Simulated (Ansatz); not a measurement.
Base system: CrI3 in the BiI3 type structure (space group R-3, No. 148; a = 6.8178 Å, c = 19.4757 Å (hexagonal axes); ferromagnetic; layered, stacked along the Cartesian z axis).

The values are results of PBE-D3(BJ)/PAW in Ansatz (a first-principles code), no SOC, earlier PAW set, not measurements.

Base values:

The band gap is 1.09 eV and the gap character comes out as indirect, k = (0.167, 0.167, -1/3) in the run's primitive reciprocal basis → T. The magnetic state comes out as ferromagnetic.

The change: the cell is scaled by 1.0343 in all directions, atoms relaxed at fixed cell.

Question: What does the calculation give for the band gap, largest internal atomic displacement, gap character, magnetic state and energy relative to the base after the change?

Answer: The band gap goes up by 0.06 eV (1.09 eV → 1.15 eV); the largest internal atomic displacement comes out as 0.097 Å; the gap character becomes indirect, L → T (base: indirect, k = (0.167, 0.167, -1/3) in the run's primitive reciprocal basis → T); the magnetic state is still ferromagnetic; the energy goes up by 17 meV/atom.

Other magnetic orders, which the real material may have, were not ruled out. Spin-orbit coupling, missing from the scalar runs, can matter with I. The cells carry an imposed strain or load. No phonon test of stability was made.
